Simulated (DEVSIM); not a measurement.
Device: Schottky contact on n-type Si, at 250 K.

| layer (left to right) | material | thickness (μm) | Nd (cm⁻³) | τn (s) | τp (s) |
|---|---|---|---|---|---|
| 1 | Si | 5.00 | 1.1e16 | 1.3e-6 | 1.3e-6 |

Left contact: Schottky, work function 4.76 eV, emission velocity 4.5e6 cm/s. Right contact: ohmic. Voltage is applied to the left contact. Recombination: SRH at mid-gap, radiative, Auger. Mobility is constant in doping.

Constants are typed, rounded textbook-type inputs, not results; the design itself was drawn at random and stands for no fabricated device. Values at 300 K; Nc and Nv go as T^1.5, mobilities as T to minus their exponent, the gap by Varshni's rule with the affinity fixed.

```csv
parameter,Si
gap (eV),1.124
affinity (eV),4.05
permittivity,11.7
Nc (cm⁻³),2.86e19
Nv (cm⁻³),3.1e19
μn (cm²/Vs),1417
μp (cm²/Vs),470
T exponent of μn,2.3
T exponent of μp,2.2
B (cm³/s),4.7e-15
Cn (cm⁶/s),2.8e-31
Cp (cm⁶/s),9.9e-32
Varshni α (eV/K),0.000473
Varshni β (K),636
```

Model (solved in DEVSIM): 1D drift-diffusion, Boltzmann statistics, complete ionisation; no tunnelling, impact ionisation, image-force lowering or self-heating. Metal contacts follow the ideal Schottky-Mott rule: no Fermi-level pinning, no interface dipoles.

The temperature was swept, all else fixed.

```tsv
temperature (K)	dark forward voltage at 100 A/cm² (V)	largest field in the device at zero bias (V/cm)	potential step across the device at zero bias (V)
250	0.472	42000	0.546
300	0.422	40000	0.507
350	0.373	38000	0.466
400	0.325	36000	0.424
450	0.279	35000	0.381
500	0.232	35000	0.338
```

From the first row to the last the dark forward voltage at 100 A/cm² goes from 0.472 to 0.232. From the first row to the last the largest field in the device at zero bias goes from 42000 to 35000.
